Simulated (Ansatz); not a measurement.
An Ansatz (a program for electronic structure) input (DFT with r2SCAN, PAW potentials and a 500 eV plane-wave cutoff in Ansatz, no SOC):

Ansatz 0.2 input:
```yaml
crystal:
  lattice:
    - [6.1446213317, 0, 0]
    - [0, 6.1446213317, 0]
    - [0, 0, 3.4022115884]
  atoms:
    - { symbol: W, position: [0.5, 0.5, 0.5] }
    - { symbol: W, position: [0, 0, 0] }
    - { symbol: Se, position: [0.7873511574, 0.7873511574, 0.5] }
    - { symbol: Se, position: [0.2873511574, 0.7126488426, 0] }
    - { symbol: Se, position: [0.7126488426, 0.2873511574, 0] }
    - { symbol: Se, position: [0.2126488426, 0.2126488426, 0.5] }
basis: { ecutwfc: 500, ecutrho_ratio: 4, xc_grid: 4, fft_grid_basis: typed }
kpoints: { mp_grid: { grid: [8, 8, 14] } }
hamiltonian:
  xc: r2scan
  dispersion: none
  pseudopotentials: { kind: paw }
scf: { occupations: { method: fermi_dirac, width: 0.05 }, convergence: { dr2_threshold: 0.0000000006 } }
output: { forces: true, stress: true }
```

### Question
Which symmetry and how many k-points will the program report, and about how many plane waves at Γ?

### Answer
Space group P42/mnm (ITA 136) with 16 operations, k-points 120 of 896, and 3245 plane waves at Γ.

Whether these cells are dynamically stable was not tested. All final runs are without spin polarisation. The cell is WSe2 in the rutile structure (space group P4_2/mnm, No. 136; a hypothetical phase, not in the database extracts checked). WSe2 has a high density of states at the Fermi level and may be magnetic at this level.
